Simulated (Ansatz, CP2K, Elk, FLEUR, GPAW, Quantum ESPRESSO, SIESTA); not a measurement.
## One structure in several programs: MnS (Fm-3m, 4 atoms in the cell)

Self-consistent single point.

```yaml
crystal:
  lattice:
    - [5.22000, 2.61000, 2.61000]
    - [2.61000, 5.22000, 2.61000]
    - [2.61000, 2.61000, 5.22000]
  atoms:
    - { symbol: Mn, position: [0.00000, 0.00000, 0.00000], spin: 5.0 }
    - { symbol: Mn, position: [0.50000, 0.50000, 0.50000], spin: -5.0 }
    - { symbol: S, position: [0.25000, 0.25000, 0.25000] }
    - { symbol: S, position: [0.75000, 0.75000, 0.75000] }
```
(The spins are starting values, not results.)

Shared settings, as Ansatz (a quantum-chemistry and plane-wave program) writes them: kpoints.mp_grid.grid = 4 4 4; scf.occupations.method = fermi_dirac; scf.occupations.width = 0.02 eV. Potentials and cutoffs stand in the table.

```csv
code,model,pressure (GPa),gap on the mesh (eV),cutoff
Quantum ESPRESSO,"PBEsol, SSSP 1.1.2 efficiency (PBE) pseudopotentials",-7.39,0.807,50 Ry
GPAW,"PBEsol, GPAW PAW datasets PBEsol (made by gpaw-setup)",-7.08,0.757,850 eV
Ansatz,"PBEsol, default PAW files made with PBE",-7.40,0.785,default
CP2K,"PBEsol, GPW, DZVP-MOLOPT-SR-GTH basis, GTH-PBE potentials (GTH_POTENTIALS)",-7.34,1.063,grid 600 Ry
SIESTA,"GGA PBEsol, numerical atomic orbitals DZP, PseudoDojo PBEsol standard norm-conserving potentials (rewritten from UPF to PSML)",-8.91,1.175,grid 400 Ry
FLEUR,"PBEsol, all-electron FLAPW (FLEUR), scalar-relativistic valence",–,0.785,Kmax 4.4 1/bohr
Elk,"PBEsol, all-electron FP-LAPW, Elk's shipped species files, APW+lo basis with extra local orbitals",–,0.767,rgkmax 8
```

A dash marks a value that a program does not give, or that is left out as unsure.

Gaps are read on the mesh.

On Ansatz's run: the magnetic order is the one reached from the typed start; others were not searched systematically.

The spread over the programs that give each value: pressure within 1.83 GPa; gap on the mesh within 0.418 eV.

CP2K and SIESTA use small atom-centred bases, whose incompleteness enters pressures, forces and empty levels differently from a plane-wave cutoff. FLEUR and Elk treat all electrons, but the usual bases taken here (sphere radii, linearisation, local orbitals, empty states) were not tested for convergence, so the values are no reference for the others. Ansatz's pressure is given at a fixed set of plane waves, as the other plane-wave codes print theirs. In the pressure, SIESTA (by 1.52) lies more than 1 GPa from the median of the plane-wave programs. In the gap, CP2K (by 0.279) and SIESTA (by 0.390) lie more than 0.12 eV from the median of the plane-wave programs.

The starting cell has typed, rounded lattice constants, without a prior relaxation at this level.

Keys are those of Ansatz 0.2.
